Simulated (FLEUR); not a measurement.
A self-consistent single point of TiPt₃ (Pm-3m, 4 atoms in the cell) with FLEUR.

Level of theory: PBE, all-electron FLAPW (FLEUR), scalar-relativistic valence in FLEUR.

The change in words: lattice scaled by 0.98. Reference geometry:
```
TiPt3
1.0
    3.87390     0.00000     0.00000
    0.00000     3.87390     0.00000
    0.00000     0.00000     3.87390
Ti Pt
1 3
Direct
  0.00000   0.00000   0.00000
  0.50000   0.50000   0.00000
  0.00000   0.50000   0.50000
  0.50000   0.00000   0.50000
```

Reference input (self-consistent single point, DFT, PBE, all-electron FLAPW (FLEUR), scalar-relativistic valence): Kmax = 4.2 1/bohr; GmaxXC = 16.8 1/bohr; xcFunctional = pbe; jspins = 1; l_soc = F; mode = gauss; fermiSmearingEnergy = 0.00999582 Htr; mesh (inpgen div1-3) = 7 7 7; inpgen gamma flag = false; Gmax = 16.8 1/bohr; numbands = 0; maxIterBroyd = 15. This run's input differs from it in these lines:

```diff
@@ -3,5 +3,5 @@
 &input film=f /
-7.3206175931 0.0000000000 0.0000000000
-0.0000000000 7.3206175931 0.0000000000
-0.0000000000 0.0000000000 7.3206175931
+7.1742053924 0.0000000000 0.0000000000
+0.0000000000 7.1742053924 0.0000000000
+0.0000000000 0.0000000000 7.1742053924
 1.0
@@ -45,5 +45,5 @@
          <bravaisMatrix>
-            <row-1>    7.3206175930999997     0.0000000000000000     0.0000000000000000</row-1>
-            <row-2>    0.0000000000000000     7.3206175930999997     0.0000000000000000</row-2>
-            <row-3>    0.0000000000000000     0.0000000000000000     7.3206175930999997</row-3>
+            <row-1>    7.1742053924000002     0.0000000000000000     0.0000000000000000</row-1>
+            <row-2>    0.0000000000000000     7.1742053924000002     0.0000000000000000</row-2>
+            <row-3>    0.0000000000000000     0.0000000000000000     7.1742053924000002</row-3>
          </bravaisMatrix>
```

Output (repeated stretches shortened):

```
 Iteration:     1   Distance:      26.77117000 me/bohr^3
 Iteration:     2   Distance:      17.99725086 me/bohr^3
 Iteration:     3   Distance:      13.87822696 me/bohr^3
 Iteration:     4   Distance:       7.80634252 me/bohr^3
 Iteration:     5   Distance:       4.95880140 me/bohr^3
   [... 11 lines left out ...]
 Iteration:    17   Distance:       0.00026585 me/bohr^3
 Iteration:    18   Distance:       0.00009301 me/bohr^3
 Iteration:    19   Distance:       0.00003922 me/bohr^3
 Iteration:    20   Distance:       0.00000696 me/bohr^3
 Run finished successfully
 Stop message:
   Structural relaxation: Done

[file out, last iteration]
             iter=     21
[...]
          total density-effective poten   -9.8628879151E+04
          total charge density-energy d   -1.1144592950E+03
 Updated energy parameters for spin:           1
[...]
 fermi energy and band-weighting factors:

[...]
FERMIE:
          first approx. to ef    (T=0)  :   0.636843 htr   (energy of the highest occ. eigenvalue)
          number of occ. states  (T=0)  :        595
          first approx. to seigv (T=0)  : -15.073204 htr
          sum of weights of occ. states :  30.023324
          sum of semicore charge        :   0.000000 e
          fermi energy=   0.63293 har   work function= -17.22302 ev
          number of valence electrons=  60.00000
     band-weighting factor for spin=    1
   [... lines left out ...]
          total moment                 =     0.00000
 Direct bandgap for spin            1 :    9.6464966398136509E-003  Htr
 ---->    free energy=                    -56194.1054934957 htr
   [... lines left out ...]
      extrapolation for T->0
 ---->    total electron energy=          -56194.1054934957 htr
 ***** TOTAL FORCES ON ATOMS *****
 TOTAL FORCE FOR ATOM TYPE=  1  X=  0.000   Y=  0.000   Z=  0.000
                       FX_TOT= 0.000000 FY_TOT= 0.000000 FZ_TOT= 0.000000
 TOTAL FORCE FOR ATOM TYPE=  2  X=  3.587   Y=  3.587   Z=  0.000
                       FX_TOT= 0.000000 FY_TOT= 0.000000 FZ_TOT= 0.000000
 Structural relaxation: Done
```

The run converged in 20 iterations. FLEUR gives forces in its relaxation mode, with a further iteration, so its stop message speaks of a relaxation. Against the reference run the total energy rises by 142 meV/atom.

The starting cell comes from a database of computed structures (which also holds hypothetical and non-ambient phases and stackings), without a prior relaxation at this level. Its lattice was rescaled by a random factor within 2.5 % of one. For this run, on top of that: lattice scaled by 0.98. Spin-orbit coupling is off. Spin polarisation is off. Values depend on the basis (sphere radii, cutoffs, local orbitals), which need not be converged. The log's line on a gap gives a spacing of levels on this mesh, which the program prints for metals too.

Cost on one core of a shared machine: roughly 2 min.
